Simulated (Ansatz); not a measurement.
PBE against PBEsol: hypothetical diamond Au

Base system: Au in the diamond structure (space group Fd-3m, No. 227; a = 6.162 Å; a hypothetical phase, not in the database extracts checked).

(Cell as relaxed with PBE.)

Levels (all Ansatz, a first-principles code, PAW): PBE (420 eV, spin-orbit coupling left out); PBEsol (420 eV, no spin-orbit coupling).

Each level relaxes its own structure.

| quantity | PBE | PBEsol |
|---|---|---|
| volume per atom | 29.24 Å³ | [?] |
| lattice parameter a | 6.162 Å | [?] |
| band gap | zero | [?] |

Problem. Given the PBE results, estimate those of PBEsol.

Solution. 
- volume per atom, PBEsol: 27.34 Å³
- lattice parameter a, PBEsol: 6.025 Å
- band gap, PBEsol: zero

PBE's volume per atom lies 1.90 Å³ above PBEsol's (7.0 %); PBE's lattice parameter a lies 0.137 Å above PBEsol's (2.3 %); the two agree on the band gap. Neither level is exact; PBEsol is the comparison here, not a measurement.

Whether these cells are dynamically stable was not tested.
